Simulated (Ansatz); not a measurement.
Relaxation of the outer planes of the (210) surface of fluorite-type CoSi2 in its 1x1 cell (cut with top plane 2 Si, bottom plane 2 Si), outermost plane spacing 0.60 Å in the ideal cut (one of several cuts of this face), with 2 Si a cell over the bulk's ratio.

These are PBE (plane waves to 420 eV, PAW; Ansatz, a quantum-chemistry and plane-wave program) values and carry that method's errors.

Slab: 26 atoms, Co8Si18, 9.6 Å thick at the start (thin: gaps and levels are the slab's own); k 8x7x1, smearing 0.1 eV, dipole-corrected; all atoms relaxed; held to the part of the start's symmetry that mesh and held atoms allow; no spin (magnetic order not tried), no spin-orbit, no U.

| plane | atoms | bulk spacing to the next (Å) | relaxed spacing (Å) | change (%) | rumpling (Å) |
|---|---|---|---|---|---|
| 1 | 2 Si | 0.599 | 0.474 | -20.9 | 0.00 |
| 2 | Co | 0.599 | 0.545 | -9.1 | 0.00 |
